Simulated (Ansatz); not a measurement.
**Step by step: formation energy of Mg_Sc in ScAl3 (Cu3Au type, Pm-3m)**

We look at the formation energy of Mg_Sc in ScAl3 (Cu3Au type, Pm-3m). Reaction: Mg (hcp) + 8 ScAl3 (Cu3Au type) → cell A + Sc (hcp).

A: a supercell of 32 sites of ScAl3 (Cu3Au type, Pm-3m) with Mg on a Sc site (12 Al at 2.90 Å); spin state with PBE: run without spin.

Ansatz (a quantum-chemistry and plane-wave program) with PAW potentials; structures come from PBE relaxations, nuclei static, no net charge. Ansatz runs with its default PAW set. Other levels take these structures. The lattices are those relaxed with PBE, so at other levels the solids can be strained, which adds to the spread. Larger cells are relaxed from a start prepared with the learned potential CHGNet, on a coarser mesh till forces fall under 0.03 eV/Å, which some starts already meet. A dispersion term (D3(BJ), or D4 for r2SCAN) was computed beside these levels and is taken off wherever the name lacks it. Mesh and cell size may move defect energies by 0.1 eV or more. The value holds for the reservoirs listed; other chemical potentials shift it. Cell A has symmetry Pm-3m and got no random move, so less symmetric positions, which may lie lower, weren't tried.

Total energies of the cells in eV, at zero smearing width. They compare only within one column; the weights balance every element.

```csv
cell,atoms,weight,PBE,PBE+D3(BJ)
A: ScAl3:Mg_Sc,32,+1,-29786.87853,-29798.66886
Sc (hcp),2,+1/2,-4271.62071,-4272.39488
Mg (hcp),2,−1/2,-3847.60604,-3848.17274
ScAl3 (Cu3Au type),32,−1,-30001.05655,-30013.01387
```

PBE: (-29786.87853) + 1/2 × (-4271.62071) − 1/2 × (-3847.60604) − (-30001.05655) = 2.171 eV.

PBE+D3(BJ): (-29798.66886) + 1/2 × (-4272.39488) − 1/2 × (-3848.17274) − (-30013.01387) = 2.234 eV.

What follows from the PBE value: The value above is the Sc-rich limit, with Sc (hcp) as reservoir. The host forms with -0.45 eV/atom at this level, so before it gives way to its other element Δμ(Sc) can go down to -0.45 × 4 = -1.80 eV (other compounds may narrow the range). The defect releases 1 Sc, so the Sc-poor limit is 2.17 + 1 × (-1.80) = 0.37 eV.

With the reservoirs of the reaction as written, and without entropy terms or charged states, the share of sites that hold the defect in equilibrium is exp(−2.17 eV/k_BT) = 1.2×10^-11 at 1000 K.
